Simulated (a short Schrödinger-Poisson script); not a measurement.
Stack: MOS inversion layer, SiO2 on p-type InP, at 300 K.

```
layer  material  thickness (nm)  Na (cm⁻³)
-----  --------  --------------  ---------
1          SiO2             0.8          -
2           InP             600     6.3e17
```

Constants are typed, rounded textbook-type inputs, not results; the design itself was drawn at random and stands for no fabricated device. SiO2: permittivity 3.9, conduction-band edge (eV) 3.48, gap (eV) 9, electron mass (mₑ) 0.5. InP: permittivity 12.5, conduction-band edge (eV) 0, gap (eV) 1.344, Nv at 300 K (cm⁻³) 1.1e19.

Channel valleys (confinement mass, in-plane density-of-states mass, number): Γ 0.08, 0.08, 1. At the gate the conduction-band edge of layer 1 lies 3.7 eV − eVg above the Fermi level of the channel; the field vanishes at the back. Gaps are held at their typed values at every temperature. Mesh 0.03 nm at interfaces.

Solved with a short Schrödinger-Poisson script written for these runs: 1D Poisson equation in equilibrium, electrons classical, Fermi-Dirac, parabolic valleys, classical holes, full ionisation, no traps, pinning or gate leakage.

The same stack at other levels of the model or other numerical settings:

```
run                                                                  sheet density of all electrons at Vg = 1.05 V (cm⁻²)  sheet density of all electrons at Vg = 0.45 V (cm⁻²)  capacitance at Vg = 1.05 V (μF/cm²)  centroid of the channel electrons at Vg = 1.05 V (nm)  rough cost against the base
-------------------------------------------------------------------  ----------------------------------------------------  ----------------------------------------------------  -----------------------------------  -----------------------------------------------------  ---------------------------
base                                                                                                              6.22e12                                               3.03e11                                 1.98                                                   1.65                      about 1
electrons treated as classical, Boltzmann                                                                         1.38e13                                               6.18e11                                 3.96                                                   0.30                          0.2
electrons treated as quantum, Hartree                                                                             5.55e12                                               1.88e10                                 1.94                                                   2.12                            3
electrons treated as quantum, Hartree plus LDA exchange-correlation                                               5.90e12                                               2.23e10                                 1.99                                                   2.07                            5
mesh six times as coarse                                                                                          6.09e12                                               2.85e11                                 1.95                                                   1.72                          0.3
```

The classical rows ignore confinement, and Boltzmann statistics overrate the density once the band edge passes the Fermi level.

Above a few 1e12 electrons/cm² a light Γ valley is non-parabolic and upper valleys begin to fill, which the model leaves out.
